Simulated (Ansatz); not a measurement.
Functionals compared on a constructed model of the (111) surface of fcc Ir, a pseudomorphic layer of Co in the host's stacking (bottom of the slab: a bare face, its two planes held), in Ansatz (plane waves, PAW). The structure was relaxed with PBE; the other rows are single points on it. Cutoff 420 eV.

Set-up: 7 atoms, 13.5 Å thick at the start with caps and adatoms (thin: gaps and levels are the slab's own); mesh 16x16x1; 0.1 eV smearing; dipole correction on; 2 atoms held, the rest relaxed; symmetry of the start imposed; spin-polarised, ending with about 2.0 μB a cell; orders that need a larger cell were not tried, no spin-orbit, no U. In PBE it is, or lies within 0.01 eV a 1x1 cell of, the lowest of the 2 structures of its composition computed so far; subsurface sites and larger cells were not tried. These notes are the PBE run's.

| functional | work function of the top face (eV) | magnetic moment of the cell (μB) | rough cost of the single point |
|---|---|---|---|
| PBE | 4.73 | 1.97 | – |
| RPBE | ___ | 2.00 | around 70 core-seconds (rough) |

Some entries are withheld; supply them.


- RPBE, work function of the top face (eV): 4.54

Ansatz is a quantum-chemistry and plane-wave program.
